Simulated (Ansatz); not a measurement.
# Effect of uniaxial strain ε_zz = −3.00 % on TiC

Base system: TiC in the rock salt structure (space group Fm-3m, No. 225; a = 4.3278 Å; relaxed with 0.1 eV smearing). Axes: x, y, z lie along the cube axes.

Perturbation: the cell is compressed by 3.00 % along z with no lateral relaxation, atoms relaxed at fixed cell.

Level of theory: Ansatz (an electronic-structure program) r2SCAN, scalar-relativistic without spin-orbit coupling. Γ-centred 23×23×23 mesh, Fermi–Dirac width 0.1 eV.

The volume per atom decreases by 0.30 Å³ (10.13 Å³ → 9.83 Å³) and the space group goes from Fm-3m (No. 225) to I4/mmm (No. 139). The shortest interatomic distance decreases by 0.065 Å (2.164 Å → 2.099 Å) and the energy goes up by 17 meV/atom. The pressure (mean of the normal stresses, compression positive) goes from zero to 9.0 GPa and the band gap is still zero. The stress (xx, yy, zz, yz, xz, xy; compression positive) is (4.1, 4.1, 18.8, 0.0, 0.0, 0.0) GPa.

Final structure:

```
TiC
1.0
    0.00000     2.16392     2.09900
    2.16392     0.00000     2.09900
    2.16392     2.16392     0.00000
Ti C
1 1
Direct
  0.00000   0.00000   0.00000
  0.50000   0.50000   0.50000
```

Stability against distortions was not tested. All final runs are without spin polarisation.
